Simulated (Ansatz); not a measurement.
Ansatz (an electronic-structure program) run on AlGa₃N₄ (P-43m, 8 atoms in the cell): self-consistent single point.

Method: LDA (PW92), PAW files made with PBE (plane waves; Ansatz).

```xyz
8
Lattice="4.4717 0.0000 0.0000 0.0000 4.4717 0.0000 0.0000 0.0000 4.4717" Properties=species:S:1:pos:R:3 pbc="T T T"
Al     0.0000     0.0000     0.0000
Ga     2.2358     2.2358     0.0000
Ga     0.0000     2.2358     2.2358
Ga     2.2358     0.0000     2.2358
N      3.3793     3.3793     1.0924
N      3.3793     1.0924     3.3793
N      1.0924     1.0924     1.0924
N      1.0924     3.3793     3.3793
```

Reference input (self-consistent single point, DFT, PBEsol, plane waves, PAW files made with PBE): basis.ecutwfc = 420 eV; kpoints.mp_grid.grid = 6 6 6; hamiltonian.xc = pbesol; hamiltonian.pseudopotentials = {kind: paw} (the program's default PAW files); scf.occupations.method = fixed. This run's input differs from it in these lines:

Ansatz 0.2 input:
```diff
@@ -21,3 +21,3 @@
 hamiltonian:
-  xc: pbesol
+  xc: lda
   pseudopotentials:
```

Output (repeated stretches shortened):

```
SCF iter   1: F=—  HF=-13139.147100 eV  |F-HF|=—  |Δ(HF+E_count)|=         —  Δρ=1.11e-1  dr2=1.01e1  ethr=3.10e-3  ⟨swp⟩=4.6  Hψ=2512  notcnv=0  defer=99
all-band conjugate gradients solve this SCF's bands
preconditioner: auto → Resta (q_TF=auto, 2.567 Å⁻¹)
SCF iter   2: F=—  HF=-13136.388934 eV  |F-HF|=—  |Δ(HF+E_count)|=    2.76e0  Δρ=4.54e-2  dr2=1.03e0  ethr=3.10e-3  ⟨swp⟩=2.5  Hψ=1675  notcnv=0  defer=93
   [... lines left out ...]
SCF iter   6: F=—  HF=-13136.015094 eV  |F-HF|=—  |Δ(HF+E_count)|=   5.00e-5  Δρ=8.78e-4  dr2=3.44e-4  ethr=3.60e-6  ⟨swp⟩=2.0  Hψ=1163  notcnv=0  defer=112
SCF iter   7: F=—  HF=-13136.015049 eV  |F-HF|=—  |Δ(HF+E_count)|=   4.48e-5  Δρ=1.76e-4  dr2=1.78e-5  ethr=5.56e-7  ⟨swp⟩=2.0  Hψ=1086  notcnv=0  defer=62
SCF iter   8: F=—  HF=-13136.015042 eV  |F-HF|=—  |Δ(HF+E_count)|=   7.10e-6  Δρ=2.07e-5  dr2=2.65e-7  ethr=2.86e-8  ⟨swp⟩=2.0  Hψ=1186  notcnv=0  defer=61
SCF iter   9: F=-13136.015042 eV  HF=-13136.015042 eV  |F-HF|=8.91e-11  |Δ(HF+E_count)|=   3.52e-9  Δρ=2.51e-6  dr2=3.14e-9  ethr=1.61e-10  ⟨swp⟩=11.4  Hψ=3721  notcnv=0
SCF 1 converged in 9 iterations: F = -13136.015042 eV  dr2 = 3.14e-9
Free energy (F): -13136.015042 eV
Internal energy: -13136.015042 eV  (E = F + TS)
E sigma→0 (E₀):  -13136.015042 eV
Fermi energy:    8.625817 eV
--- Forces (eV/Å), atoms counted from 1 ---
  atom   1  Al    -0.00000000     0.00000000    -0.00000000
  atom   2  Ga     0.00000000     0.00000000    -0.00000000
  atom   3  Ga     0.00000000    -0.00000000    -0.00000000
  atom   4  Ga     0.00000000    -0.00000000     0.00000000
  atom   5  N     -0.09998084    -0.09998084     0.09998084
  atom   6  N     -0.09998084     0.09998084    -0.09998084
  atom   7  N      0.09998084     0.09998084     0.09998084
  atom   8  N      0.09998084    -0.09998084    -0.09998084
--- Stress (GPa, compression-positive) ---
       -5.808737       0.000000       0.000000
       -0.000000      -5.808737      -0.000000
        0.000000       0.000000      -5.808737
  P = ⅓ Tr σ = -5.8087 GPa (-58.087 kbar)
  The stress holds the Pulay correction. Without it, at fixed plane waves, as pw.x and ABINIT print it: P = -6.1700 GPa
```

The run converged in 9 iterations. Against the reference run the pressure goes from -0.52 to -5.81 GPa, the largest force goes from 0.126 to 0.173 eV/Å and the gap on the mesh goes from 2.278 to 2.351 eV.

The starting cell comes from a database of computed structures (which also holds hypothetical and non-ambient phases and stackings), without a prior relaxation at this level. With a pressure of about -6 GPa the cell is away from its equilibrium volume at this level. Ansatz's pressure includes its estimate of the finite-basis (Pulay) stress.
